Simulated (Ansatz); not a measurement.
**A computed series for hypothetical P4_2/mnm BAs: pressure series**

Start from BAs (space group P4_2/mnm, No. 136; a = 5.889 Å, c = 3.389 Å; a hypothetical phase, not in the database extracts checked).

Cell and atoms are relaxed at each pressure.

Levels (all Ansatz, a quantum-chemistry and plane-wave program, PAW): PBE (420 eV, without spin-orbit coupling); PBEsol (420 eV, spin-orbit coupling left out).

The base cell above is that of PBE; each level relaxes its own structures.

| case | volume per atom, PBE | volume per atom, PBEsol |
|---|---|---|
| pressure −2 GPa | 14.95 Å³ | 14.55 Å³ |
| pressure −1 GPa | 14.82 Å³ | 14.43 Å³ |
| pressure 0.3 GPa | 14.66 Å³ | 14.29 Å³ |
| pressure 0.7 GPa | 14.61 Å³ | 14.24 Å³ |
| pressure 1.5 GPa | 14.52 Å³ | 14.16 Å³ |
| pressure 3 GPa | 14.35 Å³ | 14.00 Å³ |
| pressure 5 GPa | 14.14 Å³ | 13.81 Å³ |
| pressure 7.5 GPa | 13.90 Å³ | 13.59 Å³ |
| pressure 10 GPa | 13.68 Å³ | 13.38 Å³ |

PBE lies above PBEsol in every row, by 0.30 Å³ to 0.40 Å³. They put the cases in the same order.

Load acts through the strain it causes; cell and atoms are relaxed under it. Whether these cells are dynamically stable was not tested. Competing high-pressure phases were not computed.
